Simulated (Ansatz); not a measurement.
The reference is Pt in the fcc (Cu type) structure (space group Fm-3m, No. 225; a = 3.940 Å).

The other end (x = 1) is Ir in the fcc (Cu type) structure (space group Fm-3m, No. 225): 14.20 Å³/atom, gap zero.

The values are results of Ansatz (an electronic-structure program), r2SCAN, PAW, cutoff 500 eV, scalar-relativistic without spin-orbit coupling, not measurements.

Ir replaces a fraction x of Pt; each row is one arrangement (x, atoms in the cell, starting space group or random), fully relaxed.

One change was made to it. Results:

```csv
quantity,base,after
deviation of the volume from the linear (Vegard-type) interpolation,–,-0.1 %
mixing energy (to 0.01 eV only: unlike meshes or grids),–,+0.05 eV/atom
shortest interatomic distance,278.6 pm,268.6 pm
```

### Question
Name the change that was made.
A. x(Ir) = 0.333, 3 atoms, I4/mmm
B. x(Ir) = 0.333, 3 atoms, Immm
C. x(Ir) = 0.5, 2 atoms, R-3m
D. x(Ir) = 0.5, 4 atoms, Pmmn

### Answer
D, x(Ir) = 0.5, 4 atoms, Pmmn. For comparison, the shortest interatomic distance in the other runs: x(Ir) = 0.333, 3 atoms, Immm gives 272.9 pm; x(Ir) = 0.5, 2 atoms, R-3m gives 274.1 pm; x(Ir) = 0.333, 3 atoms, I4/mmm gives 273.2 pm.

Each cell is one ordered arrangement of few atoms, which overstates ordering effects compared with a random alloy. Whether these cells are dynamically stable was not tested. The final runs are not spin-polarised. An odd electron count without spin: IrPt2 and IrPt. IrPt2 has a high density of states at the Fermi level and may be magnetic at this level.
